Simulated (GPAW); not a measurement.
**A self-consistent single point of GaAg (Pm-3m, 2 atoms in the cell) with GPAW**

Computed with PBEsol, GPAW PAW datasets PBEsol (made by gpaw-setup) (plane waves; GPAW 25.7.0).

The input file:

```python
from ase import Atoms
from ase.units import GPa
from gpaw import GPAW, PW

atoms = Atoms(['Ga', 'Ag'],
              cell=[[3.317230, 0.000000, 0.000000],
                    [0.000000, 3.317230, 0.000000],
                    [0.000000, 0.000000, 3.317230]],
              positions=[[1.658615, 1.658615, 1.658615],
                         [0.000000, 0.000000, 0.000000]],
              pbc=True)

calc = GPAW(mode=PW(600),
            xc='PBEsol',
            kpts=(13, 13, 13),
            occupations={'name': 'methfessel-paxton', 'width': 0.272, 'order': 0},
            nbands=-10,
            convergence={'density': 1e-05, 'energy': 1e-05},
            symmetry={'symmorphic': False, 'tolerance': 0.0005},
            maxiter=120,
            txt='-')

atoms.calc = calc

energy = atoms.get_potential_energy()
print('Energy (eV):', round(energy, 6))
forces = atoms.get_forces()
print('Forces (eV/Ang):')
print(forces.round(5))
stress = atoms.get_stress()
print('Stress (GPa, Voigt):', (stress / GPa).round(4))
```

Output, abridged:

```
Input parameters:
  convergence: {density: 1e-05,
                energy: 1e-05}
  kpts: [13 13 13]
  maxiter: 120
  mode: {ecut: 600.0,
         name: pw}
  nbands: -10
  occupations: {name: methfessel-paxton,
                order: 0,
                width: 0.272}
  symmetry: {symmorphic: False,
             tolerance: 0.0005}
  xc: PBEsol

species:
  Ga:
    name: Gallium
    Z: 31.0
    valence: 3
    core: 28
    charge: 0.0
    file: Ga.PBEsol.gz

    # Using partial waves for Ga as LCAO basis

  Ag:
    name: Silver
    Z: 47.0
    valence: 17
    core: 30
    charge: 0.0
    file: Ag.PBEsol.gz

    # Using partial waves for Ag as LCAO basis

Reference energy: -197373.402971  # eV

Spin-paired calculation

Convergence criteria:
 Maximum [total energy] change in last 3 cyles: 1e-05 eV / valence electron
 Maximum integral of absolute [dens]ity change: 1e-05 electrons / valence electron
 Maximum integral of absolute [eigenst]ate change: 4e-08 eV^2 / valence electron
 Maximum number of scf [iter]ations: 120

Symmetries present (total): 48
Symmetries with fractional translations: 0
2197 k-points: 13 x 13 x 13 Monkhorst-Pack grid
84 k-points in the irreducible part of the Brillouin zone
       k-points in crystal coordinates                weights
   0:     0.00000000    0.00000000    0.00000000          1/2197
   1:     0.07692308    0.00000000    0.00000000          6/2197
   2:     0.07692308    0.07692308    0.00000000         12/2197
   [... 7 lines left out ...]
          ...
  83:     0.46153846    0.46153846    0.46153846          8/2197

Wave functions: Plane wave expansion
  Cutoff energy: 600.000 eV
  Number of coefficients (min, max): 1209, 1239
  Pulay-stress correction: 0.000000 eV/Ang^3 (de/decut=0.000000)

Occupation numbers: Methfessel-Paxton:
  width: 0.2720  # eV
  order: 0

Eigensolver

Densities:
  Coarse grid: 20*20*20 grid
  Fine grid: 40*40*40 grid
  Total Charge: 0.000000

Density mixing:
  Method: separate
  Backend: pulay
  Linear mixing parameter: 0.05
  old densities: 5
  Damping of long wavelength oscillations: 50

Hamiltonian:
  XC and Coulomb potentials evaluated on a 40*40*40 grid
  External potential:
    NoExternalPotential

XC parameters: PBEsol with 2 nearest neighbor stencil

Number of atoms: 2
Number of atomic orbitals: 16
Number of bands in calculation: 20
Number of valence electrons: 20
Bands to converge: occupied

Density initialized from atomic densities
  16 bands from LCAO basis set
  4 bands from random numbers

Atomic positions and initial magnetic moments

Positions:
   0 Ga     1.658615    1.658615    1.658615    ( 0.0000,  0.0000,  0.0000)
   1 Ag     0.000000    0.000000    0.000000    ( 0.0000,  0.0000,  0.0000)

Unit cell:
           periodic     x           y           z      points  spacing
  1. axis:    yes    3.317230    0.000000    0.000000    20     0.1659
  2. axis:    yes    0.000000    3.317230    0.000000    20     0.1659
  3. axis:    yes    0.000000    0.000000    3.317230    20     0.1659

  Lengths:   3.317230   3.317230   3.317230
  Angles:   90.000000  90.000000  90.000000

Effective grid spacing dv^(1/3) = 0.1659

     iter     time        total  log10-change:
                         energy   eigst   dens
iter:   1 --:--:--    -7.213879
iter:   2 --:--:--    -7.045352   -2.49  -1.32
iter:   3 --:--:--    -6.723890   -2.19  -1.36
iter:   4 --:--:--    -6.742460   -3.68  -1.74
iter:   5 --:--:--    -6.681901   -3.19  -1.88
iter:   6 --:--:--    -6.685636   -3.72  -2.72
iter:   7 --:--:--    -6.680654   -3.88  -2.45
iter:   8 --:--:--    -6.680328   -6.03  -2.98
iter:   9 --:--:--    -6.680184   -5.55  -3.24
iter:  10 --:--:--    -6.680195c  -5.48  -3.52
iter:  11 --:--:--    -6.680196c  -6.44  -3.77
iter:  12 --:--:--    -6.680191c  -6.58  -3.99
iter:  13 --:--:--    -6.680192c  -8.57c -4.65
iter:  14 --:--:--    -6.680192c  -9.81c -4.96
iter:  15 --:--:--    -6.680192c  -9.72c -4.96
iter:  16 --:--:--    -6.680192c  -9.92c -4.96
iter:  17 --:--:--    -6.680192c  -8.86c -5.00c

Converged after 17 iterations.

Dipole moment: (-0.000000, -0.000000, -0.000000) |e|*Ang

Energy contributions relative to reference atoms: (reference = -197373.402971)

Kinetic:         +0.210273
Potential:       -0.652803
External:        +0.000000
XC:              -6.415356
Entropy (-ST):   -0.028839
Local:           +0.192115
SIC:             +0.000000
--------------------------
Free energy:     -6.694611
Extrapolated:    -6.680192

Showing only first 2 kpts
 Kpt  Band  Eigenvalues  Occupancy
  0     8      2.67794    2.00000
  0     9     10.38851    0.00000
  0    10     10.38851    0.00000
  0    11     10.38851    0.00000

  1     8      2.67947    2.00000
  1     9      9.56950    0.00000
  1    10     10.52040    0.00000
  1    11     10.52040    0.00000

Fermi level: 7.08220

No gap
No difference between direct/indirect transitions
Energy (eV): -6.680192

Forces in eV/Ang:
  0 Ga   -0.00000   -0.00000   -0.00000
  1 Ag    0.00000    0.00000    0.00000

Stress tensor:
     0.034689     0.000000     0.000000
     0.000000     0.034689     0.000000
     0.000000     0.000000     0.034689
Stress (GPa, Voigt): [5.5578 5.5578 5.5578 0.     0.     0.    ]
```

The run converged in 17 iterations. GPAW prints stress with tension positive.

The starting cell comes from a database of computed structures (which also holds hypothetical and non-ambient phases and stackings), without a prior relaxation at this level. With a pressure of about -6 GPa the cell is away from its equilibrium volume at this level.

Cost on one core of a shared machine: roughly 40 s.
